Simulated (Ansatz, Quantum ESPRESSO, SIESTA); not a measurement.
# Code comparison for Mg₆SiBi (P1, 8 atoms in the cell)

Self-consistent single point, at a second geometry (atoms moved at random). First geometry:

```xyz
8
Lattice="5.2304 0.0000 0.0000 0.0000 3.1204 6.0664 0.0000 -3.1204 6.0664" Properties=species:S:1:pos:R:3 pbc="T T T"
Mg     0.0000     1.5995     7.0181
Mg     0.0000    -1.5995     7.0181
Mg     0.0000     0.0000     3.9469
Mg     2.6152     1.6058     4.9349
Mg     2.6152    -1.6058     4.9349
Mg     2.6152     0.0000     2.1041
Si     0.0000     0.0000    10.6577
Bi     2.6152     0.0000     7.9166
```

Second geometry:
```xyz
8
Lattice="5.2304 0.0000 0.0000 0.0000 3.1204 6.0664 0.0000 -3.1204 6.0664" Properties=species:S:1:pos:R:3 pbc="T T T"
Mg     0.0583     1.6027     7.0193
Mg    -0.0307    -1.6157     7.0709
Mg    -0.0758    -0.0117     3.8910
Mg     2.5917     1.5756     4.9483
Mg     2.6541    -1.6005     4.9028
Mg     2.5988     0.0272     2.0676
Si     0.0113     0.0051    10.6877
Bi     2.6529     0.0173     7.9436
```

Shared settings, as Ansatz (a program for electronic structure) writes them: kpoints.mp_grid.grid = 4 3 3; scf.occupations.method = gaussian; scf.occupations.width = 0.05 eV. Potentials and cutoffs stand in the table.

```json
[
 {"code": "SIESTA", "model": "GGA PBEsol, numerical atomic orbitals DZP, PseudoDojo PBEsol standard norm-conserving potentials (rewritten from UPF to PSML)", "ΔF from the first geometry (meV/atom)": "4.9", "pressure (GPa)": "-1.64", "largest force (eV/Å)": "–", "cutoff": "grid 300 Ry"},
 {"code": "Quantum ESPRESSO", "model": "PBEsol, PseudoDojo standard norm-conserving (PBESOL) pseudopotentials", "ΔF from the first geometry (meV/atom)": "2.5", "pressure (GPa)": "-3.49", "largest force (eV/Å)": "0.198", "cutoff": "85 Ry"},
 {"code": "Ansatz", "model": "PBEsol, PAW files made with PBE", "ΔF from the first geometry (meV/atom)": "2.4", "pressure (GPa)": "-3.51", "largest force (eV/Å)": "0.195", "cutoff": "420 eV"}
]
```

Size of the force on each atom (eV/Å): Sizes of forces hide their directions.

| code | Mg1 | Mg2 | Mg3 | Mg4 | Mg5 | Mg6 | Si7 | Bi8 |
|---|---|---|---|---|---|---|---|---|
| Quantum ESPRESSO | 0.134 | 0.162 | 0.184 | 0.139 | 0.198 | 0.091 | 0.160 | 0.155 |
| Ansatz | 0.137 | 0.159 | 0.189 | 0.139 | 0.195 | 0.089 | 0.163 | 0.157 |

A dash marks a value that a program does not give, or that is left out as unsure.

On Ansatz's run: spin-orbit coupling is off.

The spread over the programs that give each value: ΔF from the first geometry within 2.5 meV/atom; pressure within 1.87 GPa; largest force within 0.003 eV/Å.

SIESTA uses small atom-centred bases, whose incompleteness enters pressures, forces and empty levels differently from a plane-wave cutoff. Ansatz's pressure is given at a fixed set of plane waves, as the other plane-wave codes print theirs. In the pressure, SIESTA (by 1.86) lies more than 1 GPa from the median of the plane-wave programs.

The shared mesh is coarse (it stands for a supercell whose shortest vector is 19 Å), so the values are not converged in it.

The starting cell comes from a database of computed structures (which also holds hypothetical and non-ambient phases and stackings), without a prior relaxation at this level. Its lattice was rescaled by a random factor within 2.5 % of one. For this run, on top of that: atoms moved at random.

Left out of this page: CP2K (unsound by tests on forces, stress, charge or solver warnings).

Keys are those of Ansatz 0.2.
